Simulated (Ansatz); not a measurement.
Effect of uniaxial strain ε_zz = −3.00 % on ZnCu2SnS4

Base system: ZnCu2SnS4 (space group I-4, No. 82; a = 5.317 Å, c = 10.643 Å). Axes: x, y, z lie along a, b, c of the conventional cell.

It is then changed as follows: the cell is compressed by 3.00 % along z with no lateral relaxation; the atoms relax in the strained cell.

Computed with Ansatz (a program for electronic structure), LDA, PAW, cutoff 420 eV, no SOC. Γ-centred 9×9×9 mesh, Fermi–Dirac width 0.05 eV.

* **Volume per atom**: 18.24 Å³ (base 18.81 Å³)
* **Space group**: I-4 (No. 82) (base I-4 (No. 82))
* **Energy relative to the base (free energy F)**: +6.3 meV/atom
* **Pressure (mean of the normal stresses, compression positive)**: 28.6 kbar (base 0.0 kbar)
* **Band gap**: 0.18 eV (base 0.14 eV)
* **Gap character**: direct at Γ (base direct at Γ)
* **Width of the top valence band**: 1.23 eV (base 1.07 eV)
* **Electron mass**: 0.044 mₑ along z, 0.062 mₑ across (at Γ)
* **Hole mass**: 0.044 mₑ along z, 0.62 mₑ across (at Γ)
* **Valence-band top at Γ (three highest levels, from the VBM)**: 0.00, -0.12, -0.12 eV (base 0.00, -0.04, -0.04 eV)
* **Stress (xx, yy, zz, yz, xz, xy; compression positive)**: (2.48, 2.48, 3.61, 0.00, 0.00, 0.00) GPa

Effective masses come from finite differences of ±0.01 Å⁻¹. No phonon test of stability was made. All final runs are without spin polarisation. The zero or small gap of ZnCu2SnS4 can change with the level of theory.
